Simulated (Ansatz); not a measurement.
The starting structures come from a database of crystals and need not be the phases stable at ambient conditions.

# Evanescent states of CsAlF$_{4}$ (P-62m, not sure to be the ambient phase, 18 atoms a cell, 15.9 Å³ an atom) along the normal of (110)

Calculation: r2SCAN (plane waves, PAW; Ansatz, an electronic-structure program).

The gap is the functional's own, uncorrected, and κ follows it; spin-orbit coupling is left out. Mid-gap values are interpolated between the computed energies.

Energies count from the valence-band top; κ is the least over a 8×2 mesh across the current.

```tsv
E (eV)	κ (1/Å)	where
0.18	0.309	Γ
0.54	0.399	Γ
0.90	0.450	Γ
1.26	0.485	Γ
1.62	0.510	Γ
1.98	…	Γ
2.34	…	Γ
2.70	…	Γ
3.06	…	Γ
3.42	…	Γ
3.78	…	Γ
4.14	…	Γ
4.50	…	Γ
4.86	…	Γ
5.22	…	Γ
5.58	…	Γ
5.94	…	Γ
6.30	…	Γ
6.66	0.394	Γ
7.02	0.350	Γ
7.38	0.295	Γ
7.74	0.217	Γ
8.10	0.051	Γ
```

### Question
Some entries are withheld; supply them.

### Answer

- 1.98, κ (1/Å): 0.529
- 2.34, κ (1/Å): 0.541
- 2.70, κ (1/Å): 0.549
- 3.06, κ (1/Å): 0.553
- 3.42, κ (1/Å): 0.554
- 3.78, κ (1/Å): 0.550
- 4.14, κ (1/Å): 0.544
- 4.50, κ (1/Å): 0.534
- 4.86, κ (1/Å): 0.520
- 5.22, κ (1/Å): 0.504
- 5.58, κ (1/Å): 0.483
- 5.94, κ (1/Å): 0.459
- 6.30, κ (1/Å): 0.429
